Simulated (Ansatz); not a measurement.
How far PBE-D3(BJ) and r2SCAN+rVV10 part for Bi2Se3, uniaxial strain ε_zz = −1.00 %

The reference is Bi₂Se₃ in the Bi2Te3 type structure (space group R-3m, No. 166; a = 4.144 Å, c = 28.445 Å (hexagonal axes)). Axes: x lies along a and z along c of the hexagonal cell.

(Cell as relaxed with PBE-D3(BJ).)

Levels (all Ansatz, a program for electronic structure, PAW, earlier PAW set): PBE-D3(BJ) (420 eV, scalar-relativistic without spin-orbit coupling); r2SCAN+rVV10 (500 eV, no spin-orbit coupling).

Each level relaxes its own structure.

```
base                 PBE-D3(BJ)  r2SCAN+rVV10
-------------------  ----------  ------------
volume per atom        28.21 Å³      29.03 Å³
lattice parameter a     4.144 Å       4.145 Å
band gap                0.16 eV       0.60 eV
```

One thing is altered: the cell is compressed by 1.00 % along z with no lateral relaxation, atoms relaxed at fixed cell.

| quantity | PBE-D3(BJ) | r2SCAN+rVV10 |
|---|---|---|
| shortest interatomic distance | 2.861 Å | 2.851 Å |
| energy relative to the base (free energy F) | +0.4 meV/atom | +0.4 meV/atom |
| stress (xx, yy, zz, yz, xz, xy; compression positive) | (0.26, 0.26, 0.48, 0.00, 0.00, 0.00) GPa | (0.21, 0.21, 0.39, 0.00, 0.00, 0.00) GPa |
| band gap | 0.12 eV | 0.54 eV |

PBE-D3(BJ)'s shortest interatomic distance lies 0.0095 Å above r2SCAN+rVV10's (0.3 %); PBE-D3(BJ)'s band gap lies 0.42 eV below r2SCAN+rVV10's; the two agree on the energy relative to the base. Neither level is exact; r2SCAN+rVV10 is the comparison here, not a measurement.

With Bi present, leaving out spin-orbit coupling can change the band edges. Stability against distortions was not tested. The zero or small gap of Bi2Se3 can change with the level of theory.
